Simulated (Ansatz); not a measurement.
A self-consistent single point of W (Im-3m, 1 atom in the cell) with Ansatz (a program for electronic structure).

Method: PBE (plane waves, PAW; Ansatz).

The change in words: lattice scaled by 0.98. Reference geometry:
```
W
1.0
   -1.54587     1.54587     1.54587
    1.54587    -1.54587     1.54587
    1.54587     1.54587    -1.54587
W
1
Direct
  0.00000   0.00000   0.00000
```

Reference input (self-consistent single point, DFT, PBE, plane waves, default PAW files): kpoints.mp_grid.grid = 12 12 12; hamiltonian.xc = pbe; hamiltonian.pseudopotentials = {kind: paw} (the program's default PAW files); scf.occupations.method = fermi_dirac; scf.occupations.width = 0.1 eV. This run's input differs from it in these lines:

```diff
@@ -2,5 +2,5 @@
   lattice:
-    - [-1.545872, 1.545872, 1.545872]
-    - [1.545872, -1.545872, 1.545872]
-    - [1.545872, 1.545872, -1.545872]
+    - [-1.514955, 1.514955, 1.514955]
+    - [1.514955, -1.514955, 1.514955]
+    - [1.514955, 1.514955, -1.514955]
   atoms:
```

Log, with long lists cut:

```
SCF iter   1: F=—  HF=-10384.461544 eV  |F-HF|=—  |Δ(HF+E_count)|=         —  Δρ=1.94e-3  dr2=2.13e-4  ethr=1.77e-3  ⟨swp⟩=5.0  Hψ=4168  notcnv=0
all-band conjugate gradients solve this SCF's bands
preconditioner: auto → none
SCF iter   2: F=—  HF=-10384.461309 eV  |F-HF|=—  |Δ(HF+E_count)|=   2.34e-4  Δρ=9.23e-4  dr2=3.38e-5  ethr=1.52e-6  ⟨swp⟩=2.8  Hψ=1883  notcnv=0
SCF iter   3: F=—  HF=-10384.461354 eV  |F-HF|=—  |Δ(HF+E_count)|=   4.42e-5  Δρ=1.94e-4  dr2=3.33e-6  ethr=2.42e-7  ⟨swp⟩=2.0  Hψ=1276  notcnv=0
SCF iter   4: F=—  HF=-10384.461355 eV  |F-HF|=—  |Δ(HF+E_count)|=   1.80e-6  Δρ=2.11e-4  dr2=5.23e-6  ethr=2.38e-8  ⟨swp⟩=2.0  Hψ=1309  notcnv=0
SCF iter   5: F=—  HF=-10384.461353 eV  |F-HF|=—  |Δ(HF+E_count)|=   2.33e-6  Δρ=4.89e-5  dr2=2.81e-7  ethr=2.38e-8  ⟨swp⟩=2.0  Hψ=1183  notcnv=0
SCF iter   6: F=-10384.461353 eV  HF=-10384.461353 eV  |F-HF|=1.87e-9  |Δ(HF+E_count)|=   1.30e-7  Δρ=4.24e-6  dr2=2.27e-9  ethr=7.14e-10  ⟨swp⟩=5.5  Hψ=3812  notcnv=0
SCF 1 converged in 6 iterations: F = -10384.461353 eV  dr2 = 2.27e-9
Free energy (F): -10384.461353 eV
Internal energy: -10384.447190 eV  (E = F + TS)
E sigma→0 (E₀):  -10384.454271 eV
Entropy (-TS):   -0.014163 eV (-14.163 meV/atom)
Fermi energy:    26.198030 eV
--- Forces (eV/Å), atoms counted from 1 ---
  atom   1  W      0.00000000     0.00000000     0.00000000
--- Stress (GPa, compression-positive) ---
       60.161288       0.000000      -0.000000
       -0.000000      60.161288      -0.000000
       -0.000000      -0.000000      60.161288
  P = ⅓ Tr σ = 60.1613 GPa (601.613 kbar)
  The stress holds the Pulay correction. Without it, at fixed plane waves, as pw.x and ABINIT print it: P = 60.0549 GPa
```

The run converged in 6 iterations. Against the reference run the free energy goes up by 245 meV/atom and the pressure goes from 31.64 to 60.16 GPa.

The starting cell has typed, rounded lattice constants, without a prior relaxation at this level. Its lattice was rescaled by a random factor within 2.5 % of one. For this run, on top of that: lattice scaled by 0.98. Spin polarisation is off. With a pressure of about 60 GPa the cell is away from its equilibrium volume at this level. Ansatz's pressure includes its estimate of the finite-basis (Pulay) stress.

Keys are those of Ansatz 0.2.
